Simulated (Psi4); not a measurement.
Psi4 1.11, B3LYP/def2-svpd: Mo(O)(NMe)(Cl)(OH) (C[N]=[Mo](=[O])([OH])[Cl]), 10 atoms. The geometry is a generated start, not checked to be a minimum at this level.

```yaml
task: energy
method: b3lyp
basis: def2-svpd
memory: 3 GB
maxiter: 100
keys_of_the_molecule_block: symmetry c1
scf_type: df (default)
guess: auto, which took SAD (default)
scf_initial_accelerator: adiis (default)
e_convergence: 1e-06 (default)
d_convergence: 1e-06 (default)
dft_radial_points: 75 (default)
dft_spherical_points: 302 (default)
effective_core_potentials: those of the basis set, past Kr
basis_functions: 179
grid_points: 216094
```

```xyz
10

Mo     0.2635     0.7917     0.9590
O      1.8735     0.9265     1.2718
N     -0.0472    -0.1008    -0.4956
C     -0.0049    -0.9042    -1.6548
H      0.5340    -1.8337    -1.4415
H     -1.0148    -1.1600    -1.9941
H      0.5179    -0.3847    -2.4654
Cl    -0.3861     2.8198     0.4255
O     -0.6939     0.1525     2.3134
H     -1.0420    -0.3073     3.0817
```

Charge 0 and multiplicity 1 are set for this test and not shown to be the ground state.

One run each on 2 threads. Values of diis_max_vecs tried: 3, 6, 10 (default), 20.

Question: Predict the course of the SCF iterations along this series.

Answer: Fewest SCF iterations, within one of each other: 6 with 12, 10 (default) with 12, 20 with 12. The count rises to 78 at 3. All converge to one solution.

```csv
diis_max_vecs,SCF iterations,end
3,78,same solution
6,12,same solution
10 (default),12,same solution
20,12,same solution
```
